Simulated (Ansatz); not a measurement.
# MgTe: energy against strain

MgTe (zinc blende, F-43m, 32.280 Å³/atom at rest, cube axes along x, y and z) under a strain ε along a cube axis (axis z), the other axes held. LDA in Ansatz, a plane-wave DFT program (PAW, default set), 420 eV, 9×9×9 Γ-centred mesh, Fermi-Dirac smearing 0.05 eV; ions are relaxed within the symmetry of each cell.

Here s stands for strain and y for E less E0.

```csv
strain (%),E less E0 (meV/atom)
-1.50,1.13
-1.00,0.51
-0.50,0.13
0.00,0.00
0.50,0.11
1.00,0.47
1.50,1.07
3.00,?
```

**Question.** Using a parabola, estimate the missing y at s = 3.00 from the other rows, showing the fit.

**Answer.** Least squares gives y = -0.001 - 0.0200·s + 0.4895·s². Residuals (row less fit): 0.000, 0.002, -0.001, 0.001, -0.001, 0.002, 0.000; standard error 0.002 (degrees of freedom: 4). Twice the quadratic coefficient over the volume, 2 × 0.4895 meV × 10⁴ × 0.1602 / 32.280 Å³, is the elastic constant C11 = 49 ± 0.1 GPa. At the withheld row, y = -0.001 - 0.0200 × 3.0 + 0.4895 × 3.0² = 4.344 meV/atom. The calculation gives 4.29 meV/atom, 0.054 meV/atom below the prediction (1.3 % of the range of y in the table). The row lies outside the fitted rows, so this is an extrapolation. The fitted rows scatter only by rounding.

One order more, fitted to all 13 runs of the series, follows each within 0.01, so the miss is the next term of a smooth law. MgTe stands in this structure, whereas wurtzite is the usual form. Rows are the converged runs of the series near zero and its far end; series whose fitted rows scatter by over a few per cent of the range, as at a crossing or softening among them, aren't shown in this form. Most that stay on the fit to the last digits aren't either.
